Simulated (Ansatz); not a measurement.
ZnSe (model structure, started from the BeO type, P4₂/mnm, No. 136, 8 atoms in the cell), treated with r²SCAN+rVV10 (PAW; Ansatz, an electronic-structure program).

Settings: plane-wave cutoff 560 eV, 6×6×10 k mesh (along the axes of the cell as run), Fermi–Dirac smearing 0.01 eV, scalar-relativistic PAW data made under PBE.

Cell (relaxed at this level):

```cif
data_Se4Zn4
_chemical_formula_sum 'Zn4 Se4'
_space_group_name_H-M_alt 'P42/mnm'
_space_group_IT_number 136
_space_group_name_Hall '-P 4n 2n'
_cell_length_a 6.84795
_cell_length_b 6.84795
_cell_length_c 4.01991
_cell_angle_alpha 90.000
_cell_angle_beta 90.000
_cell_angle_gamma 90.000
loop_
_atom_site_label
_atom_site_type_symbol
_atom_site_symmetry_multiplicity
_atom_site_Wyckoff_symbol
_atom_site_fract_x
_atom_site_fract_y
_atom_site_fract_z
_atom_site_occupancy
Zn1 Zn 4 g 0.17328 0.17328 0.50000 1
Se1 Se 4 f 0.31189 0.31189 0.00000 1
```

Task: Predict the band gap.

Result: 
* **band gap**: 2.01 eV (on the SCF k mesh)

Note: the relaxation could raise the start's symmetry but not lower it, so the cell can be a saddle point.

Spin–orbit coupling is not included.

Static lattice: no zero-point or thermal effects.

A model structure was made by putting elements into a prototype or built by hand; it is no filed structure, need not be a known phase, and can be a saddle point held by its symmetry.
